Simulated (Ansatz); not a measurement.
Base system: HgSe in the zinc blende structure (space group F-43m, No. 216; a = 6.1328 Å).

The values are results of PBEsol, PAW, 420 eV (Ansatz, a program for electronic structure; no SOC), not measurements.

Before the change:

- Pressure: 0.0 GPa
- Band gap: zero

Modification: the cell is scaled by 0.9750 in all directions; the atoms relax in the strained cell.

### Question
Estimate the effect on the pressure, energy relative to the base and band gap.

### Answer
The pressure goes from zero to 4.8 GPa; the energy rises by 29 meV/atom; the band gap remains zero.

A case with no gap was solved on a k-mesh chosen for an insulator, which is coarse for it. Spin-orbit coupling, missing from the scalar runs, can matter with Hg. Whether these cells are dynamically stable was not tested. The final runs are not spin-polarised. The zero or small gap of HgSe can change with the level of theory.
